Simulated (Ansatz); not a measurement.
CsCl-type RuAl

These are LDA (plane waves, PAW; Ansatz, a quantum-chemistry and plane-wave program) values and carry that method's errors.

Run with plane-wave cutoff 520 eV, 16×16×16 k mesh, Fermi–Dirac smearing 0.1 eV, perturbation theory, force constants from a 4×4×4 q mesh, no spin polarisation, scalar-relativistic PAW data made under PBE.

Cell: relaxed at this level.

For CsCl-type RuAl, the zone-centre TO phonon frequency comes out as 325 cm⁻¹ and the zero-point energy is 0.045 eV/atom.
